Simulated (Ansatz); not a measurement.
Base system: WC (space group P-6m2, No. 187; a = 2.898 Å, c = 2.828 Å).

It is then changed as follows: the cell is scaled by 0.9443 in all directions, atoms relaxed at fixed cell.

Levels (all Ansatz, a quantum-chemistry and plane-wave program, PAW): PBEsol (420 eV, without spin-orbit coupling); PBEsol+SOC (420 eV, noncollinear with spin-orbit coupling).

The geometry is relaxed with PBEsol.

- PBEsol pressure = 100.7 GPa

What does PBEsol+SOC give at this geometry for the pressure?

The pressure decreases by 0.9 GPa (100.7 GPa → 99.8 GPa).

Single points use the geometry relaxed with PBEsol. Differences between runs with and without spin-orbit coupling are approximate. The cells carry an imposed strain or load. Whether these cells are dynamically stable was not tested. The runs without spin-orbit coupling are not spin-polarised.
